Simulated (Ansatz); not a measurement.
The reference is VBiO4 (space group I4_1/a, No. 88; a = 5.121 Å, c = 11.623 Å). Axes: x, y, z lie along a, b, c of the conventional cell.

All numbers come from r2SCAN (Ansatz, a program for electronic structure), no spin-orbit coupling, earlier PAW set.

Strains are applied to the cell and any free atomic positions relax.

One change was made to it. Results:

```tsv
quantity	base	after
energy relative to the base (free energy F)	0 meV/atom	+1.5 meV/atom
largest internal atomic displacement	–	0.034 Å
```

Which change produced these results?
(A) isotropic strain +5.34 %
(B) uniaxial strain ε_xx = +1.43 %
(C) isotropic strain +5.16 %
(D) uniaxial strain ε_xx = +3.53 %

B, uniaxial strain ε_xx = +1.43 %. For comparison, the energy relative to the base in the other runs: isotropic strain +5.16 % gives +112 meV/atom; isotropic strain +5.34 % gives +119 meV/atom; uniaxial strain ε_xx = +3.53 % gives +7.7 meV/atom.

Whether these cells are dynamically stable was not tested. Seeded moments were not kept for the base. The final runs are not spin-polarised.
